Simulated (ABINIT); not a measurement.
Band structure of GaN (P6_3mc, 4 atoms in the cell).

```xyz
4
Lattice="3.1972 0.0000 0.0000 -1.5986 2.7689 0.0000 0.0000 0.0000 5.2070" Properties=species:S:1:pos:R:3 pbc="T T T"
Ga     1.5986     0.9230     3.0784
Ga     0.0000     1.8459     0.4749
N      1.5986     0.9230     5.0445
N      0.0000     1.8459     2.4410
```

Method: PBE, PAW (JTH v2.0 PBE PAW) (plane waves; ABINIT).

Settings: pseudos = [Ga.GGA_PBE-JTH.xml, N.GGA_PBE-JTH.xml]; ecut = 707 eV; pawecutdg = 1415 eV; pawxcdev = 0; occopt = 3; tsmear = 0.00183747 Ha; ngkpt = 6 6 4; nshiftk = 1; shiftk = 0 0 0; potentials = JTH v2.0 PBE PAW; kptopt = 1; nstep = 50; toldfe1 = 1e-09 Ha.

The starting cell comes from a database of published, mostly measured structures (it also holds non-ambient and calculated ones), without a prior relaxation at this level.

Predict the gap along the standard path and the places of the band edges.

The gap along the path is 1.84 eV, direct at Γ to within 0.01 eV.

Levels in eV from the top of the valence band on the SCF mesh, bands 15 to 22:
| point | 15 | 16 | 17 | 18 | 19 | 20 | 21 | 22 |
|---|---|---|---|---|---|---|---|---|
| Γ | -1.02 | -0.02 | 0.00 | 0.00 | 1.84 | 4.18 | 9.14 | 9.84 |
| M | -4.14 | -2.71 | -2.16 | -1.00 | 5.03 | 5.50 | 6.03 | 8.51 |
| K | -5.22 | -2.93 | -2.93 | -2.70 | 5.19 | 7.70 | 7.70 | 8.38 |
| A | -0.52 | -0.52 | -0.52 | -0.52 | 4.18 | 4.18 | 8.41 | 8.41 |
| L | -1.92 | -1.92 | -1.86 | -1.86 | 4.37 | 4.37 | 7.69 | 7.69 |
| H | -4.15 | -4.15 | -1.45 | -1.45 | 6.34 | 6.34 | 7.31 | 7.31 |
